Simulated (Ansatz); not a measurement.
H on the 1x1 (110) surface of bcc Ta, one in a 2x2 cell, energies for each (31.2 Å²). Energies are against ½ H2(g), without zero-point or thermal terms; each row is named by its start.

Calculation: PBE (plane waves to 420 eV, PAW; Ansatz, a quantum-chemistry and plane-wave program).

Slab: 17 atoms, 6.8 Å thick at the start under the adsorbate (thin: gaps and levels are the slab's own); k 5x5x1, smearing 0.1 eV, dipole-corrected; 8 atoms held, the rest relaxed; each run with such symmetry as its start has; no spin, no spin-orbit, no U, no dispersion correction.

A negative adsorption energy means that the adsorbate is more stable on the surface than in its reference. Heights count from the host atoms within 0.3 Å of the top one.

```csv
starting site,E_ads (eV),height (Å),nearest host atom (Å),bonded to,Δ work function (eV),lateral drift (Å)
top Ta,0.26,1.90,Ta 1.84,Ta,…,0.0
hollow Ta-Ta-Ta,-0.97,1.07,Ta 2.03,3 Ta,-0.13,0.1
bridge Ta-Ta (span 2.9 Å),…,…,Ta 1.94,2 Ta,-0.07,0.0
bridge Ta-Ta (span 3.3 Å),-0.82,1.11,Ta 2.00,2 Ta,-0.14,0.0
```

**Question.** Some entries are withheld; supply them.

**Answer.** 
- top Ta, Δ work function (eV): 0.33
- bridge Ta-Ta (span 2.9 Å), E_ads (eV): -0.71
- bridge Ta-Ta (span 2.9 Å), height (Å): 1.33
